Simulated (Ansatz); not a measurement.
Consider MgS in the rock salt structure (space group Fm-3m, No. 225; a = 5.182 Å).

It is then changed as follows: a hydrostatic pressure of 5 GPa.

Levels (all Ansatz, a first-principles code, PAW): PBEsol (420 eV, no SOC); r2SCAN (500 eV, no spin-orbit coupling).

The geometry is relaxed with PBEsol.

| Quantity | Result |
|---|---|
| PBEsol width of the top valence band | 2.59 eV |
| PBEsol pressure | 5.01 GPa |
| PBEsol lowest conduction level above the VBM at special points | X 2.84 eV; U 3.89 eV; K 3.89 eV; Γ 4.16 eV |

Problem. Predict the width of the top valence band, pressure and lowest conduction level above the VBM at special points from r2SCAN.

Solution. The width of the top valence band drops by 0.04 eV, from 2.59 eV to 2.55 eV; the pressure grows by 1.35 GPa (5.01 GPa → 6.36 GPa); the lowest conduction level above the VBM at special points changes from X 2.84 eV; U 3.89 eV; K 3.89 eV; Γ 4.16 eV to X 3.61 eV; U 4.63 eV; K 4.63 eV; Γ 5.25 eV.

Single points use the geometry relaxed with PBEsol. Their cutoffs differ, which shifts pressures a little. The levels and masses belong to the bands next to the band gap. Load acts through the strain it causes; cell and atoms are relaxed under it. Whether these cells are dynamically stable was not tested. No other phases were tried under pressure.
